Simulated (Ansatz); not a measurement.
An Ansatz (a program for electronic structure) run: Si with a change (tensor shear ε_xy = +1.14 %); LDA/PAW in Ansatz, no spin-orbit coupling.

Input:

Ansatz 0.2 input:
```yaml
crystal:
  lattice:
    - [0.0307919453, 2.7010478336, 2.7010478336]
    - [2.7010478336, 0.0307919453, 2.7010478336]
    - [2.7318397789, 2.7318397789, 0]
  atoms:
    - { symbol: Si, position: [0, 0, 0] }
    - { symbol: Si, position: [0.25, 0.25, 0.25] }
basis: { ecutwfc: 420, ecutrho_ratio: 4, xc_grid: 2, fft_grid_basis: typed }
kpoints: { mp_grid: { grid: [11, 11, 11] } }
hamiltonian:
  xc: lda
  dispersion: none
  pseudopotentials: { kind: paw }
scf: { occupations: { method: fermi_dirac, width: 0.05 }, convergence: { dr2_threshold: 0.0000000002 } }
relax: { f_tol: 0.005, max_steps: 50 }
output: { forces: true, stress: true }
checkpoint: { write: state.ck, write_every: 1000 }
```

Output (explanatory and most iteration lines left out):

```
Relaxation: its limit of steps is 50 (relax.max_steps)
Pseudopotential: Si, paw, valence charge 4
Crystal: 2 atoms, lattice volume = 39.407 Å³
Basis set: ecut = 420 eV, 753 PW (Γ), exchange–correlation on 54×54×54 points (8 copies of the dense FFT grid, shifted against one another)
Bands: 8, of which v1, the nominal top of the filled ones, is band 4 counted from 1 (3 counted from 0)
Symmetry: 8 space group operations
Space group: Imma (ITA 74), of the structure as read, at distance tolerance 3.4e-5 Å
k-points: 216 of 1331
Functional: x = slater, c = lda
SCF iter   1: F=—  HF=-1217.290445 eV  |F-HF|=—  |Δ(HF+E_count)|=         —  Δρ=4.20e-3  dr2=4.10e-3  ethr=1.77e-3  ⟨swp⟩=6.1  Hψ=15482  notcnv=0
SCF iter   2: F=—  HF=-1217.289811 eV  |F-HF|=—  |Δ(HF+E_count)|=   6.34e-4  Δρ=1.95e-3  dr2=8.61e-4  ethr=5.13e-5  ⟨swp⟩=1.6  Hψ=3674  notcnv=0
SCF 1 converged in 6 iterations: F = -1217.289644 eV  dr2 = 6.66e-11
relax step   1: F+E_penalty+E_count = -1217.28964389 eV  Δ(F+E_penalty+E_count) = +0.000e0 eV  max|allowed force component| = 2.274e-1 eV/Å  Δτ_max = 0.0000 Å  (6 SCF iters, accepted)
Crystal: 2 atoms, lattice volume = 39.407 Å³
SCF iter   1: F=—  HF=-1217.291438 eV  |F-HF|=—  |Δ(HF+E_count)|=         —  Δρ=4.90e-4  dr2=6.39e-5  ethr=6.92e-7  ⟨swp⟩=2.4  Hψ=9986  notcnv=0
SCF iter   2: F=—  HF=-1217.291426 eV  |F-HF|=—  |Δ(HF+E_count)|=   1.26e-5  Δρ=2.15e-4  dr2=1.13e-5  ethr=6.92e-7  ⟨swp⟩=1.0  Hψ=1732  notcnv=0
SCF 2 converged in 5 iterations: F = -1217.291423 eV  dr2 = 2.99e-11
relax step   2: F+E_penalty+E_count = -1217.29142293 eV  Δ(F+E_penalty+E_count) = -1.779e-3 eV  max|allowed force component| = 5.861e-2 eV/Å  Δτ_max = 0.0062 Å  (5 SCF iters, accepted)
Crystal: 2 atoms, lattice volume = 39.407 Å³
SCF iter   1: F=—  HF=-1217.291552 eV  |F-HF|=—  |Δ(HF+E_count)|=         —  Δρ=1.70e-4  dr2=7.70e-6  ethr=9.63e-7  ⟨swp⟩=2.2  Hψ=6930  notcnv=0
SCF iter   2: F=—  HF=-1217.291551 eV  |F-HF|=—  |Δ(HF+E_count)|=   1.62e-6  Δρ=7.54e-5  dr2=1.40e-6  ethr=9.62e-8  ⟨swp⟩=1.0  Hψ=3456  notcnv=0
SCF 3 converged in 5 iterations: F = -1217.291550 eV  dr2 = 3.42e-11
relax step   3: F+E_penalty+E_count = -1217.29154981 eV  Δ(F+E_penalty+E_count) = -1.269e-4 eV  max|allowed force component| = 1.151e-4 eV/Å  Δτ_max = 0.0022 Å  (5 SCF iters, accepted)
SCF converged after 5 iterations
Free energy (F): -1217.291550 eV
Internal energy: -1217.291448 eV  (E = F + TS)
E sigma→0 (E₀):  -1217.291499 eV
Entropy (-TS):   -0.000102 eV (-0.051 meV/atom)
Fermi energy:    6.444435 eV
--- Forces (eV/Å), atoms counted from 1 ---
  atom   1  Si     0.00000000     0.00000000     0.00011511
  atom   2  Si     0.00000000    -0.00000000    -0.00011511
--- Stress (GPa, compression-positive) ---
        0.016130      -1.715652      -0.000000
       -1.715652       0.016130      -0.000000
       -0.000000       0.000000      -0.023820
  P = ⅓ Tr σ = 0.0028 GPa (0.028 kbar)
--- Relaxed structure (3 steps of the walk, 3 accepted, 0 SCFs on fresh bases) ---
  atoms:
    - { symbol: Si, position: [0.0015518791774441758, 0.0015518791774441758, -0.0015518791774441758] }
    - { symbol: Si, position: [0.24844812082255582, 0.24844812082255582, 0.25155187917744415] }
```

The cells carry an imposed strain or load. No phonon test of stability was made. The cell was made from Si in the diamond structure (space group Fd-3m, No. 227) by this change: tensor shear ε_xy = +1.14 %.
